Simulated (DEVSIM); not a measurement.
Device: Schottky contact on n-type Ge, at 350 K.

```tsv
layer (left to right)	material	thickness (μm)	Nd (cm⁻³)	τn (s)	τp (s)
1	Ge	0.580	9e15	2.5e-7	2.5e-7
2	Ge	41.0	1.5e18	2.5e-7	2.5e-7
```

Left contact: Schottky, work function 4.52 eV, emission velocity 3e6 cm/s. Right contact: ohmic. Voltage is applied to the left contact. Recombination: SRH at mid-gap. Mobility is constant in doping.

The device is made up for the run: typed textbook-type constants, with dimensions and the other settings drawn at random. Values at 300 K; Nc and Nv go as T^1.5, mobilities as T to minus their exponent, the gap by Varshni's rule with the affinity fixed.

```tsv
parameter	Ge
gap (eV)	0.664
affinity (eV)	4
permittivity	16
Nc (cm⁻³)	1.04e19
Nv (cm⁻³)	6e18
μn (cm²/Vs)	3900
μp (cm²/Vs)	1900
T exponent of μn	1.66
T exponent of μp	2.33
Varshni α (eV/K)	0.000477
Varshni β (K)	235
```

Model (solved in DEVSIM): 1D drift-diffusion, Boltzmann statistics, complete ionisation; no tunnelling, impact ionisation, image-force lowering or self-heating. Metal contacts follow the ideal Schottky-Mott rule: no Fermi-level pinning, no interface dipoles.

The temperature was swept, all else fixed.

```csv
temperature (K),potential step across the device at zero bias (V)
250,0.484
300,0.470
350,0.455
400,0.438
450,0.421
500,0.404
```

From the first row to the last the potential step across the device at zero bias goes from 0.484 to 0.404.
